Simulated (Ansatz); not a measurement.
Start from PbO$_{2}$ in the rutile structure (space group P4_2/mnm, No. 136).

```yaml
crystal:
  lattice:
    - [5.08163, 0.00000, 0.00000]
    - [0.00000, 5.08163, 0.00000]
    - [0.00000, 0.00000, 3.44364]
  atoms:
    - { symbol: Pb, position: [0.00000, 0.00000, 0.00000] }
    - { symbol: Pb, position: [0.50000, 0.50000, 0.50000] }
    - { symbol: O, position: [0.30796, 0.30796, 0.00000] }
    - { symbol: O, position: [0.80796, 0.19204, 0.50000] }
    - { symbol: O, position: [0.19204, 0.80796, 0.50000] }
    - { symbol: O, position: [0.69204, 0.69204, 0.00000] }
```

Cartesian axes are those of the cell as printed.

Computed with Ansatz (a program for electronic structure) PBE, no spin-orbit coupling.

For the base:

```
Item                              Value
-----------------------------  --------
Pressure                        0.0 GPa
Shortest interatomic distance  220.7 pm
Band gap                           zero
```

It is then changed as follows: biaxial strain +1.20 %, plane normal [001], relaxed out of plane (Cartesian); in-plane vectors clamped, the third vector and the atoms free.

**Question.** How does this affect the pressure, shortest interatomic distance and band gap?

**Answer.** The pressure (mean of the normal stresses, compression positive) goes from zero to -1.0 GPa; the shortest interatomic distance drops by 0.4 pm (220.7 pm → 220.3 pm); the band gap is still zero.

Spin-orbit coupling, missing from the scalar runs, can matter with Pb. No phonon test of stability was made. The final runs are not spin-polarised. The zero or small gap of PbO2 can change with the level of theory.
